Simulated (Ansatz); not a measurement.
ZnS under a change: isotropic strain +3.00 %

Take ZnS in the zinc blende structure (space group F-43m, No. 216; a = 5.389 Å) as the base.

The change: every lattice vector is stretched by 3.00 %, atoms relaxed at fixed cell.

Method: Ansatz (an electronic-structure program), r2SCAN, PAW, cutoff 500 eV, no SOC. Settings: 11×11×11 k-points, 0.05 eV Fermi–Dirac smearing.

```json
[
 {"quantity": "space group", "base": "F-43m (No. 216)", "changed": "F-43m (No. 216)", "shift": "–"},
 {"quantity": "energy relative to the base (free energy F)", "base": "0 meV/atom", "changed": "+35 meV/atom", "shift": "+35 meV/atom"},
 {"quantity": "pressure", "base": "0.00 GPa", "changed": "-5.75 GPa", "shift": "-5.75 GPa"},
 {"quantity": "band gap", "base": "2.70 eV", "changed": "2.30 eV", "shift": "-0.40 eV"},
 {"quantity": "gap character", "base": "direct at Γ", "changed": "direct at Γ", "shift": "–"},
 {"quantity": "mean gap deformation potential ΔEg/Δln V", "base": "–", "changed": "-4.5 eV", "shift": "–"},
 {"quantity": "width of the top valence band", "base": "2.82 eV", "changed": "2.43 eV", "shift": "-0.39 eV"},
 {"quantity": "electron mass", "base": "0.19 mₑ (at Γ)", "changed": "0.18 mₑ (at Γ)", "shift": "–"},
 {"quantity": "valley order (the lowest conduction-band minima on the path, energy above the VBM, named in the base's zone)", "base": "Γ 2.70 eV; X along ⟨100⟩ 3.71 eV; L along ⟨111⟩ 3.82 eV", "changed": "Γ 2.30 eV; L along ⟨111⟩ 3.64 eV; X along ⟨100⟩ 3.89 eV", "shift": "–"}
]
```

Final structure:

```xyz
2
Lattice="0.0000 2.7754 2.7754 2.7754 0.0000 2.7754 2.7754 2.7754 0.0000" Properties=species:S:1:pos:R:3 pbc="T T T"
Zn     0.0000     0.0000     0.0000
S      1.3877     1.3877     1.3877
```

Masses are band curvatures over ±0.01 Å⁻¹ around the edge. No phonon test of stability was made.
